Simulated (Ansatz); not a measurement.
Start from AlN in the zinc blende structure (space group F-43m, No. 216; a = 4.3698 Å). Axes: x, y, z lie along the cube axes.

The values are results of r2SCAN (Ansatz, an electronic-structure program), spin-orbit coupling left out, not measurements.

For the base:

- Smallest direct gap = 4.84 eV
- Valley order = X along ⟨100⟩ 3.94 eV; Γ 4.84 eV

The change: compressive biaxial strain of 0.83 % in the plane normal to [111], as in epitaxy on a mismatched substrate; the out-of-plane cell vector and the atoms relax.

**Question.** What does the calculation give for the energy relative to the base, smallest direct gap, out-of-plane strain and valley order after the change?

**Answer.** The energy rises by 2.4 meV/atom; the smallest direct gap goes up by 0.09 eV, from 4.84 eV to 4.93 eV; the out-of-plane strain comes out as +0.28 %; the valley order (the lowest conduction-band minima on the path, energy above the VBM, named in the base's zone) goes from X along ⟨100⟩ 3.94 eV; Γ 4.84 eV to X along [100] 3.92 eV; Γ 4.93 eV.

Semilocal Kohn–Sham gaps tend to fall short of experiment. Whether these cells are dynamically stable was not tested. This is not the structure that AlN has at room temperature and ambient pressure.
